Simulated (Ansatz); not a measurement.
The reference is SiC (space group P6_3mc, No. 186; a = 3.078 Å, c = 10.076 Å). Axes: x lies along a and z along c of the hexagonal cell.

All numbers come from PBEsol/PAW in Ansatz (a quantum-chemistry and plane-wave program), no SOC.

Before the change:

| Quantity | Result |
|---|---|
| Band gap | 2.12 eV |
| Valence-band top at Γ | 0.00, 0.00, -0.05 eV |

The change: tensor shear ε_xz = +1.60 % (engineering shear γ = 0.0320), atoms relaxed at fixed cell.

**Question.** Estimate the effect on the band gap, stress and valence-band top at Γ.

**Answer.** The band gap shrinks by 0.15 eV to 1.97 eV; the stress (xx, yy, zz, yz, xz, xy; compression positive) amounts to (-0.12, 0.06, 0.13, 0.00, -5.01, 0.00) GPa; the valence-band top at Γ (three highest levels, from the VBM) becomes 0.00, -0.11, -0.26 eV (base: 0.00, 0.00, -0.05 eV).

The cells carry an imposed strain or load. Whether these cells are dynamically stable was not tested.
